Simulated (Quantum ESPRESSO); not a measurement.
Cost against accuracy: ecutwfc for CuAgO2 (Pmmm, 4 atoms in the cell)

```xyz
4
Lattice="2.8164 0.0000 0.0000 0.0000 3.3539 0.0000 0.0000 0.0000 5.4042" Properties=species:S:1:pos:R:3 pbc="T T T"
Cu     1.4082     1.6769     2.7021
Ag     0.0000     0.0000     0.0000
O      0.0000     1.6769     1.4637
O      0.0000     1.6769     3.9405
```

Computed with PBEsol, PSlibrary PAW (PBE) pseudopotentials (plane waves; Quantum ESPRESSO).

Base settings: ecutwfc = 55 Ry; ecutrho = 330 Ry; occupations = smearing; smearing = fd; degauss = 0.0073499 Ry; input_dft = pbesol; K_POINTS = automatic 9 8 5 0 0 0; conv_thr = 1e-10 Ry; mixing_beta = 0.5.

Misses are taken against the tightest run, 110 Ry (ecutrho: 330 Ry → 660 Ry), which need not be fully converged itself. The energy is the free energy per atom.

The count of work is k-points × plane waves × bands × iterations; it is no time, and leaves out set-up, grids and terms that scale otherwise. Core times come from one kind of shared machine and are given to one figure; runs under 30 s give none.

The starting cell comes from a database of computed structures (which also holds hypothetical and non-ambient phases and stackings), without a prior relaxation at this level. Spin polarisation is off, so a magnetic state, if there is one, cannot be reached. The run gives no clean gap (levels at the Fermi energy touch, overlap or are partly filled at this smearing), which alone does not show that the compound is a metal.

The runs (ecutwfc): 22 Ry (ecutrho: 330 Ry → 132 Ry) | 28 Ry (ecutrho: 330 Ry → 168 Ry) | 33 Ry (ecutrho: 330 Ry → 198 Ry) | 38 Ry (ecutrho: 330 Ry → 228 Ry) | 44 Ry (ecutrho: 330 Ry → 264 Ry) | 50 Ry (ecutrho: 330 Ry → 300 Ry) | 55 Ry | 63 Ry (ecutrho: 330 Ry → 378 Ry) | 72 Ry (ecutrho: 330 Ry → 432 Ry) | 82 Ry (ecutrho: 330 Ry → 492 Ry) | 96 Ry (ecutrho: 330 Ry → 576 Ry) | 110 Ry (ecutrho: 330 Ry → 660 Ry).

Task: What does the step from 33 Ry (ecutrho: 330 Ry → 198 Ry) to 72 Ry (ecutrho: 330 Ry → 432 Ry) buy?

Result: It takes the miss in the energy from 350 to 4.7 meV/atom, for 3.0 times the count of work and roughly 3 times the time.

```tsv
ecutwfc	energy less reference (meV/atom)	pressure less reference (GPa)	largest difference in the force on any atom (eV/Å)	count of work / reference	core time / reference (rough)
22 Ry (ecutrho: 330 Ry → 132 Ry)	7715.71	-357.73	0.092	0.091	–
28 Ry (ecutrho: 330 Ry → 168 Ry)	1531.57	-103.40	0.249	0.14	0.2
33 Ry (ecutrho: 330 Ry → 198 Ry)	346.26	-28.16	0.078	0.18	0.2
38 Ry (ecutrho: 330 Ry → 228 Ry)	94.78	-5.69	0.021	0.22	0.3
44 Ry (ecutrho: 330 Ry → 264 Ry)	47.36	-1.06	0.013	0.27	0.3
50 Ry (ecutrho: 330 Ry → 300 Ry)	31.16	-0.97	0.008	0.31	0.2
55 Ry	19.83	-0.82	0.005	0.35	0.3
63 Ry (ecutrho: 330 Ry → 378 Ry)	9.23	-0.37	0.003	0.43	0.5
72 Ry (ecutrho: 330 Ry → 432 Ry)	4.67	-0.16	0.000	0.53	0.6
82 Ry (ecutrho: 330 Ry → 492 Ry)	2.09	-0.10	0.000	0.65	0.7
96 Ry (ecutrho: 330 Ry → 576 Ry)	0.50	-0.01	0.000	0.82	0.7
110 Ry (ecutrho: 330 Ry → 660 Ry)	0.00	0.00	0.000	1.0	1
```
